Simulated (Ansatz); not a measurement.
The reference is CdS in the wurtzite structure (space group P6_3mc, No. 186; a = 4.1962 Å, c = 6.8295 Å). Axes: x lies along a and z along c of the hexagonal cell.

Method: PBE (Ansatz, a quantum-chemistry and plane-wave program, PAW, no SOC).

Before the change:

- Electron mass = 0.12 mₑ along c, 0.13 mₑ across (at Γ)

Modification: compressive biaxial strain of 3.18 % in the plane normal to [001], as in epitaxy on a mismatched substrate; the out-of-plane cell vector and the atoms relax.

What does the calculation give for the out-of-plane strain, in-plane stress and electron mass after the change?

The out-of-plane strain is +2.76 %; the mean in-plane stress (compression positive) comes out as +3.0 GPa; the electron mass changes from 0.12 mₑ along c, 0.13 mₑ across (at Γ) to 0.11 mₑ out of plane, 0.13 mₑ in plane (at Γ).

The levels and masses belong to the bands next to the band gap. Masses are band curvatures over ±0.01 Å⁻¹ around the edge. No phonon test of stability was made.
